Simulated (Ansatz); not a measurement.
Start from CuCl in the zinc blende structure (space group F-43m, No. 216; a = 5.424 Å).

Level of theory: DFT with PBE, PAW potentials and a 420 eV plane-wave cutoff in Ansatz (an electronic-structure program), no spin-orbit coupling.

Modification: full substitution Cl → I; the structure is relaxed again.

Measured lattice parameter a: CuCl 5.4093 Å (0 K or low temperature; as listed in arXiv:1206.3780); CuI 6.053 Å (temperature not stated; as listed in arXiv:2305.18931).

### Question
How well does PBE reproduce the measured shift?

### Answer
With PBE the lattice parameter a moves by +0.655 Å (5.424 → 6.079) against +0.644 Å measured.

Whether these cells are dynamically stable was not tested. No Hubbard U is applied. All final runs are without spin polarisation.
